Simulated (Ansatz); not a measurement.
Take GaAs in the zinc blende structure (space group F-43m, No. 216; a = 5.6594 Å) as the base.

One thing is altered: every Ga is replaced by In, then cell and atoms are relaxed.

Levels (all Ansatz, a first-principles code, PAW, earlier PAW set): PBEsol (420 eV, no SOC); r2SCAN (500 eV, spin-orbit coupling left out).

The geometry is relaxed with PBEsol.

| Property | Result |
|---|---|
| PBEsol pressure | 0.0 GPa |
| PBEsol band gap | zero |

Question: What does r2SCAN give at this geometry for the pressure and band gap?

Answer: The pressure goes from zero to 0.6 GPa; the band gap goes from zero to 0.14 eV.

Single points use the geometry relaxed with PBEsol. Their cutoffs differ, which shifts pressures a little. Stability against distortions was not tested. The final runs are not spin-polarised. The zero or small gap of InAs can change with the level of theory.
